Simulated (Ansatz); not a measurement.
# NbAl₃ (model structure, started from the A15 type, Pm-3n, No. 223, 8 atoms in the cell): lattice parameter a by level of theory

No measured value is used here.

```json
[
 {"level (code)": "LDA (Ansatz)", "value (Å)": "5.058"},
 {"level (code)": "PBEsol (Ansatz)", "value (Å)": "5.097"},
 {"level (code)": "r²SCAN (Ansatz)", "value (Å)": "5.110"}
]
```

LDA, PBEsol, r²SCAN: the run has no spin polarisation, so it can have missed a magnetic state. Cutoffs differ between the levels. Ansatz's density-functional and Hartree–Fock values are scalar-relativistic unless marked +SOC, with PAW data made under PBE.

A model structure was made by putting elements into a prototype or built by hand; it is no filed structure, need not be a known phase, and can be a saddle point held by its symmetry.

Ansatz is a quantum-chemistry and plane-wave program.
